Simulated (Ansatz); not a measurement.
The starting structures come from a database of crystals and need not be the phases stable at ambient conditions.

The decay constant κ of evanescent states in the gap governs leakage through a thin film.

```
CELL_PARAMETERS angstrom
      6.25391     0.00000     0.00000
      0.00000     9.93562     0.00000
      0.00000     0.00000     4.33092
ATOMIC_POSITIONS crystal
  Sn 0.71802 0.41289 0.75000
  Sn 0.28198 0.58711 0.25000
  Sn 0.78198 0.91289 0.25000
  Sn 0.21802 0.08711 0.75000
  Cl 0.90725 0.64425 0.75000
  Cl 0.09275 0.35575 0.25000
  Cl 0.59275 0.14425 0.25000
  Cl 0.40725 0.85575 0.75000
  F  0.89133 0.98513 0.75000
  F  0.10867 0.01487 0.25000
  F  0.60867 0.48513 0.25000
  F  0.39133 0.51487 0.75000
```

Space group of this cell: Pnma. The cell was relaxed by PBE-D3(BJ); by r2SCAN its mean pressure is -0.9 GPa.

Transport runs along the normal of the first two printed cell vectors.

The gap is the functional's own. No spin-orbit coupling. Mid-gap values are interpolated on the energy grid.

Task: Compute, with r2SCAN run with Ansatz (an electronic-structure program), the band gap and the smallest decay constant κ at mid-gap.

Result: Gap 3.66 eV on a 6×4×8 mesh; κ = 0.364 1/Å, at the zone centre.
